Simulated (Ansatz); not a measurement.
Mg: element substitutions

The reference is Mg in the hcp (Mg type) structure (space group P6_3/mmc, No. 194; a = 3.173 Å, c = 5.183 Å).

Each row replaces one element on all its sites; cell and atoms are relaxed.

Computed with DFT with r2SCAN, PAW potentials and a 500 eV plane-wave cutoff in Ansatz (a program for electronic structure), scalar-relativistic without spin-orbit coupling.

| variant | density | c/a ratio | shortest interatomic distance |
|---|---|---|---|
| base | 1.79 g/cm³ | 1.633 | 317.3 pm |
| Mg → Zr | (withheld) | (withheld) | (withheld) |
| Mg → Na | 1.01 g/cm³ | 1.634 | (withheld) |
| Mg → Li | 0.55 g/cm³ | 1.631 | 309.5 pm |

Task: Complete the table.

Result: 
- Mg → Zr, density: 6.45 g/cm³
- Mg → Zr, c/a ratio: 1.587
- Mg → Zr, shortest interatomic distance: 318.5 pm
- Mg → Na, shortest interatomic distance: 376.4 pm

Stability against distortions was not tested. All final runs are without spin polarisation. This is not the structure that Na has at room temperature and ambient pressure. This is not the structure that Li has at room temperature and ambient pressure.
